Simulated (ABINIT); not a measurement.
A self-consistent single point of La2HfO5 (C2/c, 16 atoms in the cell) with ABINIT

Method of the run: LDA (PW92), PAW (JTH v2.0 LDA PAW) (plane waves; ABINIT 10.0.3).

Input:

```
# La2HfO5, JTH v2.0 LDA PAW
pp_dirpath "./"
pseudos "La.LDA_PW-JTH.xml, Hf.LDA_PW-JTH.xml, O.LDA_PW-JTH.xml"
acell 3*1.0
rprim
        11.8966385368   -5.3484162615   -0.0000000000
        11.8966385368    5.3484162615    0.0000000000
        -6.0526737244    0.0000000000   13.6444896931
natom 16
ntypat 3
znucl 57 72 8
typat 1 1 1 1 2 2 3 3 3 3 3 3 3 3 3 3
xred
         0.3427200000    0.3693800000    0.2314800000
         0.6572800000    0.6306200000    0.7685200000
         0.6306200000    0.6572800000    0.2685200000
         0.3693800000    0.3427200000    0.7314800000
         0.0000000000    0.0000000000    0.5000000000
         0.0000000000    0.0000000000    0.0000000000
         0.6106200000    0.2399400000    0.0329300000
         0.3893800000    0.7600600000    0.9670700000
         0.7600600000    0.3893800000    0.4670700000
         0.2399400000    0.6106200000    0.5329300000
         0.6781700000    0.9895100000    0.3655900000
         0.3218300000    0.0104900000    0.6344100000
         0.0104900000    0.3218300000    0.1344100000
         0.9895100000    0.6781700000    0.8655900000
         0.1570400000    0.8429600000    0.2500000000
         0.8429600000    0.1570400000    0.7500000000
ecut 52 Ry
pawecutdg 104 Ry
pawxcdev 0
occopt 1
nband 66
kptopt 1
ngkpt 3 3 2
nshiftk 1
shiftk 0.5 0.5 0.5
nstep 50
tolvrs 1.0e-12
diemac 4
prtwf 0
prtden 0
enunit 1
```

Output, abridged:

```
 Symmetries : space group C2/c (# 15); Bravais mC (1-face-center monocl.)

 -outvars: echo values of preprocessed input variables --------
            acell      1.0000000000E+00  1.0000000000E+00  1.0000000000E+00 Bohr
           diemac      4.00000000E+00
             ecut      2.60000000E+01 Hartree
           enunit           1
              ixc       -1012
         kptrlatt        3    0    0      0    3    0      0    0    2
          kptrlen      2.98534392E+01
            natom          16
            nband          66
            ngfft          60      60      72
          ngfftdg          90      90     100
             nkpt           6
            nstep          50
             nsym           4
           ntypat           3
        pawecutdg      5.20000000E+01 Hartree
         pawxcdev           0
            rprim      1.1896638537E+01 -5.3484162615E+00 -0.0000000000E+00
                       1.1896638537E+01  5.3484162615E+00  0.0000000000E+00
                      -6.0526737244E+00  0.0000000000E+00  1.3644489693E+01
           shiftk      5.00000000E-01  5.00000000E-01  5.00000000E-01
          spgroup          15
           tolvrs      1.00000000E-12
            typat      1  1  1  1  2  2  3  3  3  3  3  3  3  3  3  3
           useylm           1
             xred      3.4272000000E-01  3.6938000000E-01  2.3148000000E-01
                       6.5728000000E-01  6.3062000000E-01  7.6852000000E-01
                       6.3062000000E-01  6.5728000000E-01  2.6852000000E-01
                       3.6938000000E-01  3.4272000000E-01  7.3148000000E-01
                       0.0000000000E+00  0.0000000000E+00  5.0000000000E-01
                       0.0000000000E+00  0.0000000000E+00  0.0000000000E+00
                       6.1062000000E-01  2.3994000000E-01  3.2930000000E-02
                       3.8938000000E-01  7.6006000000E-01  9.6707000000E-01
   [... lines left out ...]
                       1.5704000000E-01  8.4296000000E-01  2.5000000000E-01
                       8.4296000000E-01  1.5704000000E-01  7.5000000000E-01
            znucl       57.00000   72.00000    8.00000

== DATASET  1 ==================================================================

 Real(R)+Recip(G) space primitive vectors, cartesian coordinates (Bohr,Bohr^-1):
 R(1)= 11.8966385 -5.3484163  0.0000000  G(1)=  0.0420287 -0.0934856  0.0186439
 R(2)= 11.8966385  5.3484163  0.0000000  G(2)=  0.0420287  0.0934856  0.0186439
 R(3)= -6.0526737  0.0000000 13.6444897  G(3)=  0.0000000  0.0000000  0.0732897
 Unit cell volume ucvol=  1.7363480E+03 bohr^3
 Angles (23,13,12)=  1.11705525E+02  1.11705525E+02  4.84148638E+01 degrees

 Coarse grid specifications (used for wave-functions):

 getcut: wavevector=  0.0000  0.0000  0.0000  ngfft=  60  60  72
         ecut(hartree)=     26.000   => boxcut(ratio)=   2.00411

 Fine grid specifications (used for densities):

 getcut: wavevector=  0.0000  0.0000  0.0000  ngfft=  90  90 100
         ecut(hartree)=     52.000   => boxcut(ratio)=   2.06383

   6.19180150E+04                                ecore*ucvol(ha*bohr**3)

_setup2: Arith. and geom. avg. npw (full set) are   10993.000   10992.992
--- !BeginCycle
solver: {iscf: 17, nstep: 50, nline: 4, wfoptalg: 10, }
tolerances: {tolvrs: 1.00E-12, }
...

     iter   Etot(hartree)      deltaE(h)  residm     nres2
 ETOT  1  -381.10270062480    -3.811E+02 1.085E+00 7.176E+02
 ETOT  2  -397.18712665542    -1.608E+01 5.306E-01 2.031E+03
 ETOT  3  -394.04965820792     3.137E+00 3.860E-02 6.592E+02
 ETOT  4  -392.63353050540     1.416E+00 1.260E-02 1.680E+02
 ETOT  5  -392.16328518050     4.702E-01 6.730E-03 3.850E+01
 ETOT  6  -392.05190507010     1.114E-01 1.507E-02 4.041E+00
   [... 16 lines left out ...]
 ETOT 23  -392.04060537955    -2.217E-12 6.363E-05 2.100E-10
 ETOT 24  -392.04060537954     6.821E-12 4.860E-05 4.015E-11
 ETOT 25  -392.04060537954    -2.785E-12 5.594E-05 5.091E-12
 ETOT 26  -392.04060537955    -2.331E-12 4.218E-05 3.052E-12
 ETOT 27  -392.04060537954     2.501E-12 4.885E-05 5.941E-13
 At SCF step   27       nres2   =  5.94E-13 < tolvrs=  1.00E-12 =>converged.

 Cartesian components of stress tensor (hartree/bohr^3)
  sigma(1 1)=  3.03980423E-04  sigma(3 2)=  0.00000000E+00
  sigma(2 2)=  2.93862997E-04  sigma(3 1)=  9.49269278E-07
  sigma(3 3)=  2.69059541E-04  sigma(2 1)=  0.00000000E+00

 ----iterations are completed or convergence reached----

 reduced coordinates (array xred) for   16 atoms
       0.342720000000      0.369380000000      0.231480000000
       0.657280000000      0.630620000000      0.768520000000
       0.630620000000      0.657280000000      0.268520000000
       0.369380000000      0.342720000000      0.731480000000
       0.000000000000      0.000000000000      0.500000000000
       0.000000000000      0.000000000000      0.000000000000
       0.610620000000      0.239940000000      0.032930000000
       0.389380000000      0.760060000000      0.967070000000
       0.760060000000      0.389380000000      0.467070000000
       0.239940000000      0.610620000000      0.532930000000
       0.678170000000      0.989510000000      0.365590000000
       0.321830000000      0.010490000000      0.634410000000
       0.010490000000      0.321830000000      0.134410000000
       0.989510000000      0.678170000000      0.865590000000
       0.157040000000      0.842960000000      0.250000000000
       0.842960000000      0.157040000000      0.750000000000
 cartesian forces (eV/Angstrom) at end:
    1      0.06053132374883     0.04671533821267    -0.00476094954824
    2     -0.06053132374883    -0.04671533821267     0.00476094954824
    3     -0.06053132374883     0.04671533821267     0.00476094954824
    4      0.06053132374883    -0.04671533821267    -0.00476094954824
    5      0.00000000000000    -0.00000000000000     0.00000000000000
    6      0.00000000000000    -0.00000000000000     0.00000000000000
    7      0.28290340680647    -0.21051700544107    -0.01655088915627
    8     -0.28290340680647     0.21051700544107     0.01655088915627
    9     -0.28290340680647    -0.21051700544107     0.01655088915627
   10      0.28290340680647     0.21051700544107    -0.01655088915627
   [... lines left out ...]
 Fermi (or HOMO) energy (eV) =   0.53828   Average Vxc (eV)= -10.84585
   [... lines left out ...]
 -15.67569  -15.49170  -15.25925  -15.06225  -14.81260  -14.69125  -13.00243  -12.90160
 -12.64112  -12.62686  -12.46212  -12.30678  -11.88047  -11.68303  -11.59910  -11.54034
 -11.41531  -11.36636   -2.81184   -2.55936   -2.30232   -2.17514   -2.12214   -2.07603
  -2.05889   -1.90984   -1.79050   -1.64238   -1.53947   -1.29244   -1.14490   -0.93100
  -0.92560   -0.82811   -0.73616   -0.61998   -0.40565   -0.36883   -0.33304   -0.22949
  -0.14719   -0.05470    0.07481    0.08681    0.15061    0.35563    0.43759    0.44868
   5.08739    5.20196
 prteigrs : prtvol=0 or 1, do not print more k-points.

--- !EnergyTerms
comment             : Components of total free energy in Hartree
kinetic             :  1.24634324066460E+02
hartree             :  8.74095685755983E+01
xc                  : -8.87014758304115E+01
Ewald energy        : -3.00224380706202E+02
psp_core            :  3.56599118300555E+01
local_psp           : -2.26975969546411E+02
spherical_terms     : -2.38425837607499E+01
total_energy        : -3.92040605371660E+02
total_energy_eV     : -1.06679674014750E+04
...

-Cartesian components of stress tensor (GPa)         [Pressure= -8.5017E+00 GPa]
- sigma(1 1)=  8.94341130E+00  sigma(3 2)=  0.00000000E+00
- sigma(2 2)=  8.64574642E+00  sigma(3 1)=  2.79284617E-02
- sigma(3 3)=  7.91600367E+00  sigma(2 1)=  0.00000000E+00

 Calculation completed.
```

The run converged in 27 iterations.

The starting cell comes from a database of computed structures (which also holds hypothetical and non-ambient phases and stackings), without a prior relaxation at this level. With a pressure of about -9 GPa the cell is away from its equilibrium volume at this level.

Cost on one core of a shared machine: roughly 30 min.
